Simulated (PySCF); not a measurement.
PySCF 2.14.0, B3LYP/def2-svp, df: W(S)(Cl)3 ([S]=[W+]([Cl])([Cl])[Cl]), charge +1, multiplicity 1, 5 atoms. The geometry is a generated start, not checked to be a minimum at this level.

| Quantity | Value |
|---|---|
| task | energy |
| method | b3lyp |
| basis | def2-svp |
| two-electron scheme | density fitting |
| mol.max_memory | 3000 MB |
| mf.max_cycle | 100 |
| mf.conv_tol | 1e-09 (default) |
| mf.grids.level | 3 (default) |
| effective core potentials | those of the basis set, past Kr |
| basis functions | 104 |
| grid points | 99832 |

```xyz
5

W     -0.0324     0.0151     0.0156
S      1.6243    -0.7973    -1.1017
Cl     0.7341     0.7276     1.8698
Cl    -0.8846     1.6045    -1.1174
Cl    -1.4414    -1.5499     0.3337
```

Charge 1 and multiplicity 1 are set for this test and not shown to be the ground state.

With the defaults (mf.DIIS = CDIIS, mf.diis = true, mf.level_shift = 0, newton = off, mf.damp = 0, mf.diis_start_cycle = 1, mf.init_guess = minao, mf.diis_space = 8) it converges in 13 Fock builds. One run each on 2 threads, 1 BLAS thread, with these changes:
- mf.level_shift = 0.1 Hartree
- mf.diis_space = 3
- newton = Hessian by the SCF's own integrals
- mf.DIIS = EDIIS
- mf.init_guess = 1e
- mf.level_shift = 0.3 Hartree
- mf.damp = 0.3, mf.diis_start_cycle = 4
- mf.diis_space = 20
- mf.diis = false

**Question.** Name the settings that don't reach the solution of the defaults.

**Answer.** No convergence: mf.DIIS = EDIIS; mf.diis = false (the run ends without SCF convergence in 100 cycles). The rest reach the solution of the defaults.

```csv
setting,Fock builds,end
the defaults,13,same solution
mf.diis_space = 20,13,same solution
mf.level_shift = 0.1 Hartree,15,same solution
mf.init_guess = 1e,20,same solution
"mf.damp = 0.3, mf.diis_start_cycle = 4",21,same solution
mf.level_shift = 0.3 Hartree,23,same solution
mf.diis_space = 3,26,same solution
newton = Hessian by the SCF's own integrals,48,same solution
mf.DIIS = EDIIS,101,no convergence
mf.diis = false,101,no convergence
```

Under newton the count holds the products with the orbital Hessian.
